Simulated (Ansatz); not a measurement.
Input:

End structure of F on the 1x1 (100) surface of fcc Cu, one in a 1x1 cell, started at the site 'hollow Cu-Cu-Cu-Cu over Cu at depth 1.8 Å':

```
CELL_PARAMETERS angstrom
      2.56680     0.00000     0.00000
      0.00000     2.56680     0.00000
      0.00000     0.00000    24.50000
ATOMIC_POSITIONS crystal
  Cu 0.50000 0.50000 0.39086
  Cu 0.00000 0.00000 0.46272
  Cu 0.50000 0.50000 0.53627
  Cu 0.00000 0.00000 0.61018
  F  0.50000 0.50000 0.65606
```

Set-up: 5 atoms, 5.3 Å thick at the start under the adsorbate (thin: gaps and levels are the slab's own); mesh 12x12x1; 0.1 eV smearing; dipole correction on; 2 atoms held, the rest relaxed; symmetry of the start imposed; no spin, no spin-orbit, no U, no dispersion correction. At the end it is bonded to 4 Cu. In PBE it is, or lies within 0.03 eV of, the lowest of the starts that converged.

A negative adsorption energy means that the adsorbate is more stable on the surface than in its reference.

**Question.** Estimate the change of the step from the bottom to the top vacuum level, against the clean slab that PBE (Ansatz, a program for electronic structure) returns for this input.

**Answer.** 3.63 eV

**Question.** What is the computed work function of the top face (PBE)?

**Answer.** 8.17 eV

**Question.** Estimate the change of the work function that PBE returns for this input.

**Answer.** 3.62 eV

**Question.** What adsorption energy against ½ F2(g) does PBE give?

**Answer.** -2.30 eV
